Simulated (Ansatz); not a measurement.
Base system: MgO in the rock salt structure (space group Fm-3m, No. 225; a = 4.214 Å).

Calculations: PBEsol/PAW in Ansatz (a quantum-chemistry and plane-wave program), spin-orbit coupling left out.

Base values:

The pressure is 0.01 GPa and the electron mass comes out as 0.34 mₑ (at Γ).

The change: an isotropic linear strain of −1.00 %, atoms relaxed at fixed cell.

**Question.** How does this affect the pressure, energy relative to the base and electron mass?

**Answer.** The pressure grows by 5.05 GPa, from 0.01 GPa to 5.06 GPa; the energy grows by 4.3 meV/atom; the electron mass goes from 0.34 mₑ (at Γ) to 0.35 mₑ (at Γ).

The levels and masses belong to the bands next to the band gap. Masses are band curvatures over ±0.01 Å⁻¹ around the edge. Stability against distortions was not tested.
